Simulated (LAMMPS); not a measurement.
MD of CoAl (CsCl type) at zero pressure, 4394 atoms, as a liquid; each row is its own run.

Model: classical MD, pair style eam/alloy, file CoAl.eam.alloy; code LAMMPS.

```
T (K)  D(Al) (cm²/s)
-----  -------------
1330         2.53e-5
1520         4.39e-5
1710         6.44e-5
1900         8.58e-5
2090        0.000118
2660        0.000205
```

Q: Fit an Arrhenius law, ln y = a + b / x, to these rows (x is the first column, y the second) and predict the run at x = 2380.

A: Least squares gives a = -6.4132 and b = -5537. The slope times kB gives an activation energy of 0.48 eV. At x = 2380 the fit predicts 0.000160 cm²/s. The run itself gave (1.51 ± 0.03) × 10^-4 cm²/s, so the fit is 6 % high.

Caution (rows 1330; 1520): this liquid lies under the melting point of about 1660 K that EAM-type CoAl.eam.alloy gives, so it is undercooled.

Errors of D are the spread over four groups of atoms in one short run; a floor of about 5 %, a picked value, is safer.
